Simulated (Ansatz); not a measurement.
Base system: Mg$_{2}$Sn (space group Fm-3m, No. 225; a = 6.664 Å; relaxed with 0.1 eV smearing). Axes: x, y, z lie along the cube axes.

Calculations: LDA (Ansatz, a program for electronic structure; PAW; 420 eV plane waves; scalar-relativistic without spin-orbit coupling).

For the base:

| Property | Value |
|---|---|
| Pressure | 0.0 GPa |
| Shortest interatomic distance | 2.886 Å |

Now apply this change: tensile biaxial strain of 0.83 % in the plane normal to [111], as in epitaxy on a mismatched substrate; the out-of-plane cell vector and the atoms relax.

Problem. What does the calculation give for the energy relative to the base after the change?

Solution. The energy goes up by 1.0 meV/atom.

Problem. What happens to the out-of-plane strain?

Solution. The out-of-plane strain is -0.45 %.

Problem. Predict the new pressure.

Solution. The pressure (mean of the normal stresses, compression positive) goes from zero to -0.5 GPa.

Problem. What does the calculation give for the shortest interatomic distance after the change?

Solution. The shortest interatomic distance falls by 0.0032 Å to 2.882 Å.

Stability against distortions was not tested.
